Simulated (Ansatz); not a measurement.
Consider TiSi$_{2}$ (space group Fddd, No. 70; a = 4.7791 Å, b = 8.2295 Å, c = 8.5206 Å).

The values are results of r2SCAN (Ansatz, a quantum-chemistry and plane-wave program; PAW; 500 eV plane waves; no SOC), not measurements.

For the base:

| Quantity | Value |
|---|---|
| Shortest interatomic distance | 2.519 Å |
| Density | 4.12 g/cm³ |
| Band gap | zero |

It is then changed as follows: Re takes the place of Si on all its sites, then cell and atoms are relaxed.

Tabulated Pauling electronegativity and covalent radius: Si 1.90, 1.11 Å; Re 1.90, 1.51 Å.

**Question.** How does this affect the shortest interatomic distance, density and band gap?

**Answer.** The shortest interatomic distance goes up by 0.084 Å (2.519 Å → 2.603 Å); the density rises by 11.21 g/cm³ to 15.33 g/cm³; the band gap remains zero.

Stability against distortions was not tested. As relaxed here, TiRe2 is a hypothetical phase, not in the database extracts checked. All final runs are without spin polarisation.
